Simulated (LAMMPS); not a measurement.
Consider a melt made from Cu (fcc), 4000 atoms, at 1770 K and 5 GPa, brought to that temperature within a few picoseconds in molecular dynamics.

Method: classical MD, pair style eam, the elements' _smf7.eam files (smf7), run in LAMMPS.

```
angle (°)  probability per degree, Cu-Cu-Cu
---------  --------------------------------
34.50                                0.0001
37.50                                0.0006
40.50                                0.0027
43.50                                0.0061
46.50                                0.0093
49.50                                0.0120
52.50                                0.0133
55.50                                0.0138
58.50                                0.0131
61.50                                0.0115
64.50                                0.0100
67.50                                0.0086
70.50                                0.0076
73.50                                0.0069
76.50                                0.0066
79.50                                0.0065
82.50                                0.0068
85.50                                0.0072
88.50                                0.0078
91.50                                0.0084
94.50                                0.0091
97.50                                0.0095
100.5                                0.0100
103.5                                0.0101
106.5                                0.0102
109.5                                0.0101
112.5                                0.0097
115.5                                0.0094
118.5                                0.0087
121.5                                0.0082
124.5                                0.0076
127.5                                0.0072
130.5                                0.0066
133.5                                0.0064
136.5                                0.0060
139.5                                0.0056
142.5                                0.0053
145.5                                0.0051
148.5                                0.0049
151.5                                0.0044
154.5                                0.0040
157.5                                0.0037
160.5                                0.0033
163.5                                0.0027
166.5                                0.0023
169.5                                0.0018
172.5                                0.0013
175.5                                0.0008
178.5                                0.0003
```

Read from the full data:
- state found: liquid
- most common Cu-Cu-Cu angle: at the 3° bin centred on 55.5°, after smoothing over three bins (mean of all 96°)

Caution: a run this short can hold a crystal over, or a liquid under, the potential's own melting point, which these runs don't give.
